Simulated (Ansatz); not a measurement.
The parent structure is NaF in the rock salt structure (space group Fm-3m, No. 225).

```xyz
2
Lattice="0.0000 2.3145 2.3145 2.3145 0.0000 2.3145 2.3145 2.3145 0.0000" Properties=species:S:1:pos:R:3 pbc="T T T"
Na     0.0000     0.0000     0.0000
F      2.3145     2.3145     2.3145
```

Cartesian axes are those of the cell as printed.

The values are results of PBEsol in Ansatz (plane waves to 420 eV, PAW, spin-orbit coupling left out), not measurements.

Before the change:

The shortest interatomic distance is 2.315 Å and the valence-band top at Γ is 0.00, 0.00, 0.00 eV. The band gap is 6.20 eV.

One thing is altered: biaxial strain −1.67 %, plane normal [111], relaxed out of plane (Cartesian); in-plane vectors clamped, the third vector and the atoms free.

Question: How does this affect the in-plane stress, shortest interatomic distance, valence-band top at Γ and band gap?

Answer: The mean in-plane stress (compression positive) is +1.7 GPa; the shortest interatomic distance falls by 0.0164 Å to 2.298 Å; the valence-band top at Γ (three highest levels, from the VBM) changes from 0.00, 0.00, 0.00 eV to 0.00, 0.00, -0.08 eV; the band gap goes up by 0.08 eV, from 6.20 eV to 6.28 eV.

Stability against distortions was not tested.

Ansatz is a quantum-chemistry and plane-wave program.
